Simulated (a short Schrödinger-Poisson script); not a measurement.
Stack: symmetric double-gate stack, SiO2 on p-type Si(100), at 400 K.

| layer | material | thickness (nm) | Na (cm⁻³) |
|---|---|---|---|
| 1 | SiO2 | 3.5 | - |
| 2 | Si | 4 | 2e16 |
| 3 | SiO2 | 3.5 | - |

The device is made up for the run: typed textbook-type constants, with dimensions and the other settings drawn at random. SiO2: permittivity 3.9, conduction-band edge (eV) 3.15, gap (eV) 9, electron mass (mₑ) 0.5. Si: permittivity 11.7, conduction-band edge (eV) 0, gap (eV) 1.124, Nv at 300 K (cm⁻³) 3.1e19.

Channel valleys (confinement mass, in-plane density-of-states mass, number): Δ2 0.916, 0.19, 2; Δ4 0.19, 0.417, 4. At the gates, both at one voltage, the conduction-band edge of layer 1 lies 3.5 eV − eVg above the Fermi level of the channel. Gaps are held at their typed values at every temperature. Mesh 0.03 nm at interfaces.

Solved with a short Schrödinger-Poisson script written for these runs: 1D Poisson equation in equilibrium, electrons classical, Fermi-Dirac, parabolic valleys, classical holes, full ionisation, no traps, pinning or gate leakage.

The same stack at other levels of the model or other numerical settings:

```tsv
run	sheet density of all electrons at Vg = 2.55 V (cm⁻²)	sheet density of all electrons at Vg = 0.75 V (cm⁻²)	capacitance of both gates at Vg = 2.55 V (μF/cm²)	rough cost against the base
base	2.56e13	5.10e12	1.86	about 1
electrons treated as classical, Boltzmann	2.61e13	5.15e12	1.91	0.3
electrons treated as quantum, Hartree	2.42e13	4.49e12	1.80	10
mesh six times as coarse	2.54e13	5.06e12	1.85	0.5
```

The classical rows ignore confinement, and Boltzmann statistics overrate the density once the band edge passes the Fermi level.
